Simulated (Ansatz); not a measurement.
Base system: ZrTaC₂ (space group R-3m, No. 166; a = 3.208 Å, c = 15.808 Å (hexagonal axes); a cell from a computed database, its experimental status unchecked).

All numbers come from PBEsol/PAW in Ansatz (an electronic-structure program), no SOC.

For the base:

```
Property              Result
-------------------  -------
Lattice parameter a  3.208 Å
```

It is then changed as follows: cell and atoms relaxed at a pressure of 1.5 GPa.

**Question.** How does this affect the lattice parameter a?

**Answer.** The lattice parameter a shrinks by 0.005 Å (3.208 Å → 3.203 Å).

Load acts through the strain it causes; cell and atoms are relaxed under it. Stability against distortions was not tested. All final runs are without spin polarisation. An odd electron count without spin: ZrTaC2.
